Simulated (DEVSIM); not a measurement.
System: In0.52Al0.48As/In0.53Ga0.47As p-n heterojunction, at 400 K.

Layer 1 from the left is In0.52Al0.48As, thickness (μm) 1.20, Na (cm⁻³) 4.4e17, τn (s) 8.9e-9, τp (s) 8.9e-9. Layer 2 from the left is In0.53Ga0.47As, thickness (μm) 1.50, Nd (cm⁻³) 1.6e16, τn (s) 8.9e-9, τp (s) 8.9e-9.

Left contact: ohmic. Right contact: ohmic. Voltage is applied to the left contact. Recombination: SRH at mid-gap, Auger. Mobility is constant in doping.

Constants are typed, rounded textbook-type inputs, not results; the design itself was drawn at random and stands for no fabricated device. Values at 300 K; Nc and Nv go as T^1.5, mobilities as T to minus their exponent, the gap by Varshni's rule with the affinity fixed.

In0.52Al0.48As: gap (eV) 1.45, affinity (eV) 4, permittivity 12.5, Nc (cm⁻³) 5.1e17, Nv (cm⁻³) 1.1e19, μn (cm²/Vs) 4000, μp (cm²/Vs) 75, T exponent of μn 1.5, T exponent of μp 1.5, Cn (cm⁶/s) 1e-30, Cp (cm⁶/s) 1e-30, Varshni α (eV/K) 0.00042, Varshni β (K) 180. In0.53Ga0.47As: gap (eV) 0.74, affinity (eV) 4.51, permittivity 13.9, Nc (cm⁻³) 2.1e17, Nv (cm⁻³) 7.7e18, μn (cm²/Vs) 12000, μp (cm²/Vs) 300, T exponent of μn 1.6, T exponent of μp 1.6, Cn (cm⁶/s) 5e-29, Cp (cm⁶/s) 5e-29, Varshni α (eV/K) 0.00035, Varshni β (K) 190.

DEVSIM, 1D drift-diffusion, Boltzmann statistics, complete ionisation; no tunnelling, impact ionisation, image-force lowering or self-heating. Band offsets follow the typed affinities; no thermionic-emission limit at abrupt steps, no polarisation charge.

**Question.** What does the simulation give for the dark forward voltage at 1 A/cm², the potential step across the device at zero bias, the dark forward voltage at 100 A/cm², the largest field in the device at zero bias?

**Answer.** dark forward voltage at 1 A/cm² 0.206 V; potential step across the device at zero bias 0.673 V; dark forward voltage at 100 A/cm² 0.386 V; largest field in the device at zero bias 120000 V/cm.
